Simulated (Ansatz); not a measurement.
Start from SiGe in the wurtzite structure (space group P6_3mc, No. 186; a = 3.904 Å, c = 6.455 Å; a model cell, its experimental status unchecked). Axes: x lies along a and z along c of the hexagonal cell.

Now apply this change: uniaxial strain ε_zz = −2.01 %, all other strain components held at zero, atoms relaxed at fixed cell.

Levels (all Ansatz, a quantum-chemistry and plane-wave program, PAW): r2SCAN (500 eV, without spin-orbit coupling); HSE06 (420 eV, scalar-relativistic without spin-orbit coupling).

The geometry is relaxed with r2SCAN.

r2SCAN lowest conduction level above the VBM at special points: M 0.55 eV; Γ 0.63 eV; L 1.00 eV

Question: Predict the lowest conduction level above the VBM at special points from HSE06.

Answer: The lowest conduction level above the VBM at special points becomes M 0.87 eV; Γ 0.94 eV; L 1.34 eV (r2SCAN: M 0.55 eV; Γ 0.63 eV; L 1.00 eV).

Single points use the geometry relaxed with r2SCAN. The hybrid gap comes from the SCF mesh plus the semilocal run's edge points and a few special points and is an upper bound. The levels and masses belong to the bands next to the band gap. Stability against distortions was not tested.
